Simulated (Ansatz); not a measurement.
Start from GeS in the GeS type structure (space group Pnma, No. 62; a = 10.097 Å, b = 3.644 Å, c = 4.019 Å; layered, stacked along the Cartesian x axis). Axes: x, y, z lie along a, b, c of the conventional cell.

All numbers come from PBEsol-D3(BJ) (Ansatz, a program for electronic structure; PAW; 420 eV plane waves; spin-orbit coupling left out).

Base values:

```
Quantity                         Value
-----------------------------  -------
Shortest interatomic distance  2.436 Å
```

Now apply this change: compressive biaxial strain of 0.51 % in the plane normal to [001], as in epitaxy on a mismatched substrate; the out-of-plane cell vector and the atoms relax.

### Question
Predict the new shortest interatomic distance and in-plane stress.

### Answer
The shortest interatomic distance falls by 0.003 Å (2.436 Å → 2.433 Å); the mean in-plane stress (compression positive) amounts to +0.5 GPa.

Stability against distortions was not tested. The program warned that a D3 coordination switch lies within reach, so dispersion energies are less smooth here.
